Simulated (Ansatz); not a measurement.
The reference is Sn in the diamond structure (space group Fd-3m, No. 227; a = 6.656 Å; relaxed with 0.1 eV smearing). Axes: x, y, z lie along the cube axes.

The values are results of PBE (Ansatz, an electronic-structure program), without spin-orbit coupling, not measurements.

Strains are applied to the cell and any free atomic positions relax; under biaxial strain the out-of-plane vector relaxes too.

One change was made to it. Results:

```json
[
 {"quantity": "energy relative to the base (free energy F)", "base": "0 meV/atom", "after": "+0.3 meV/atom"},
 {"quantity": "volume per atom", "base": "36.86 Å³", "after": "37.05 Å³"},
 {"quantity": "pressure (mean of the normal stresses, compression positive)", "base": "0.0 GPa", "after": "-0.2 GPa"}
]
```

### Question
Name the change that was made.
(A) biaxial strain −1.50 %, plane normal [001], relaxed out of plane
(B) biaxial strain −3.00 %, plane normal [001], relaxed out of plane
(C) biaxial strain +1.00 %, plane normal [001], relaxed out of plane
(D) biaxial strain +0.50 %, plane normal [001], relaxed out of plane

### Answer
D, biaxial strain +0.50 %, plane normal [001], relaxed out of plane. For comparison, the volume per atom in the other runs: biaxial strain +1.00 %, plane normal [001], relaxed out of plane gives 37.24 Å³; biaxial strain −1.50 %, plane normal [001], relaxed out of plane gives 36.28 Å³; biaxial strain −3.00 %, plane normal [001], relaxed out of plane gives 35.68 Å³.

Whether these cells are dynamically stable was not tested.
